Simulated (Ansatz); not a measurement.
Consider interstitial Li in silicon with all lengths changed by +1 %, charge state +1. Level of theory: PBE, PAW (plane waves to 420 eV; Ansatz, a quantum-chemistry and plane-wave program).

Cell of 64 host sites held at the strained lattice (strain from the relaxed PBE one, atoms relaxed); a 2×2×2 k-point mesh shifted by half a step; Fermi-Dirac width 0.01 eV, spin-restricted; finite-size errors left in. Static, classical nuclei. The charge state is imposed; whether it is stable for some Fermi level was not computed. Sites that were not tried may lie lower.

Barriers: single points on a 3×3×3 k-point mesh shifted by half a step at the bands' geometries.

Relaxed starting cell (atoms counted from 1):

```yaml
crystal:
  lattice:
    - [11.04940, 0.00000, 0.00000]
    - [0.00000, 11.04940, 0.00000]
    - [0.00000, 0.00000, 11.04940]
  atoms:
    - { symbol: Si, position: [0.99941, 0.99994, 0.25217] }
    - { symbol: Si, position: [0.99946, 0.99997, 0.74868] }
    - { symbol: Si, position: [0.99942, 0.49996, 0.25030] }
    - { symbol: Si, position: [0.99943, 0.49993, 0.75055] }
    - { symbol: Si, position: [0.49942, 0.99996, 0.25031] }
    - { symbol: Si, position: [0.49942, 0.99997, 0.75057] }
    - { symbol: Si, position: [0.49940, 0.49996, 0.25077] }
    - { symbol: Si, position: [0.49945, 0.50000, 0.75004] }
    - { symbol: Si, position: [0.12504, 0.37520, 0.12604] }
    - { symbol: Si, position: [0.12397, 0.37580, 0.62458] }
    - { symbol: Si, position: [0.12852, 0.87079, 0.12955] }
    - { symbol: Si, position: [0.12506, 0.87434, 0.62518] }
    - { symbol: Si, position: [0.62357, 0.37576, 0.12494] }
    - { symbol: Si, position: [0.62436, 0.37506, 0.62534] }
    - { symbol: Si, position: [0.62418, 0.87435, 0.12605] }
    - { symbol: Si, position: [0.62357, 0.87545, 0.62461] }
    - { symbol: Si, position: [0.99946, 0.25169, 0.00042] }
    - { symbol: Si, position: [0.99943, 0.24984, 0.50045] }
    - { symbol: Si, position: [0.99938, 0.74820, 0.00042] }
    - { symbol: Si, position: [0.99944, 0.75008, 0.50041] }
    - { symbol: Si, position: [0.49939, 0.24982, 0.00042] }
    - { symbol: Si, position: [0.49947, 0.25033, 0.50039] }
    - { symbol: Si, position: [0.49942, 0.75009, 0.00042] }
    - { symbol: Si, position: [0.49939, 0.74960, 0.50044] }
    - { symbol: Si, position: [0.12503, 0.12557, 0.37566] }
    - { symbol: Si, position: [0.12866, 0.12918, 0.87119] }
    - { symbol: Si, position: [0.12393, 0.62420, 0.37617] }
    - { symbol: Si, position: [0.12502, 0.62472, 0.87482] }
    - { symbol: Si, position: [0.62364, 0.12447, 0.37622] }
    - { symbol: Si, position: [0.62420, 0.12555, 0.87486] }
    - { symbol: Si, position: [0.62430, 0.62488, 0.37553] }
    - { symbol: Si, position: [0.62362, 0.62417, 0.87591] }
    - { symbol: Si, position: [0.25115, 0.99997, 0.00041] }
    - { symbol: Si, position: [0.24933, 0.99999, 0.50045] }
    - { symbol: Si, position: [0.24931, 0.49997, 0.00040] }
    - { symbol: Si, position: [0.24974, 0.50000, 0.50037] }
    - { symbol: Si, position: [0.74774, 0.99993, 0.00046] }
    - { symbol: Si, position: [0.74954, 0.99996, 0.50045] }
    - { symbol: Si, position: [0.74953, 0.49993, 0.00042] }
    - { symbol: Si, position: [0.74908, 0.49997, 0.50043] }
    - { symbol: Si, position: [0.37450, 0.37505, 0.37551] }
    - { symbol: Si, position: [0.37528, 0.37583, 0.87588] }
    - { symbol: Si, position: [0.37524, 0.87547, 0.37627] }
    - { symbol: Si, position: [0.37464, 0.87434, 0.87480] }
    - { symbol: Si, position: [0.87492, 0.37578, 0.37627] }
    - { symbol: Si, position: [0.87381, 0.37516, 0.87483] }
    - { symbol: Si, position: [0.87377, 0.87433, 0.37567] }
    - { symbol: Si, position: [0.87030, 0.87081, 0.87129] }
    - { symbol: Si, position: [0.24970, 0.25023, 0.25069] }
    - { symbol: Si, position: [0.25270, 0.25321, 0.74718] }
    - { symbol: Si, position: [0.25263, 0.74684, 0.25357] }
    - { symbol: Si, position: [0.24969, 0.74966, 0.75014] }
    - { symbol: Si, position: [0.74628, 0.25316, 0.25360] }
    - { symbol: Si, position: [0.74915, 0.25021, 0.75017] }
    - { symbol: Si, position: [0.74912, 0.74966, 0.25070] }
    - { symbol: Si, position: [0.74627, 0.74680, 0.74723] }
    - { symbol: Si, position: [0.37464, 0.12555, 0.12604] }
    - { symbol: Si, position: [0.37530, 0.12450, 0.62458] }
    - { symbol: Si, position: [0.37524, 0.62414, 0.12491] }
    - { symbol: Si, position: [0.37449, 0.62484, 0.62531] }
    - { symbol: Si, position: [0.87029, 0.12910, 0.12959] }
    - { symbol: Si, position: [0.87382, 0.12557, 0.62521] }
    - { symbol: Si, position: [0.87378, 0.62469, 0.12604] }
    - { symbol: Si, position: [0.87494, 0.62413, 0.62460] }
    - { symbol: Li, position: [0.99959, 0.00018, 0.00034] }
```
Cell charge +1.

End state 1 differs by these moves (Å; atoms that move under 0.08 Å are left out):

```csv
atom,element,Δx,Δy,Δz
65,Li,1.38,-1.38,-1.38
```

### Question
Give the forward and backward barriers to end state 1 at the level PBE, PAW.

### Answer
forward 0.55 eV, backward 0.55 eV; at the saddle point atom 65 has neighbours 6 Si at 2.39 Å. The saddle point's order was not checked, and it lies on a symmetry element of the cell, where a band can be held.
